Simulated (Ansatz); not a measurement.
**A computed series for GaN: pressure series**

Consider GaN in the wurtzite structure (space group P6_3mc, No. 186; a = 3.2184 Å, c = 5.2432 Å).

Cell and atoms are relaxed at each pressure.

All numbers come from PBE/PAW in Ansatz (an electronic-structure program), scalar-relativistic without spin-orbit coupling.

```tsv
P (GPa)	V (Å³/atom)
-2.00	11.899
-1.00	11.828
0.90	11.698
2.10	11.620
4.50	11.471
9.00	11.218
15.00	10.920
22.50	10.598
30.00	10.318
```

Fit a third-order Birch–Murnaghan equation of state.

Least squares on P(V) = (3B₀/2)[(V₀/V)^(7/3) − (V₀/V)^(5/3)]·[1 + (3/4)(B₀′ − 4)((V₀/V)^(2/3) − 1)] gives V₀ = 11.76 Å³/atom, B₀ = 173 GPa and B₀′ = 4.4.

Between the base and pressure 15 GPa the gap moves from 1.71 eV to 2.20 eV, a mean slope of 33 meV/GPa.

Load acts through the strain it causes; cell and atoms are relaxed under it. No phonon test of stability was made. Tetrahedral semiconductors of this kind turn to denser phases somewhere between about 1 and 50 GPa; those were not computed, so compressed cells here can lie past the real transition.
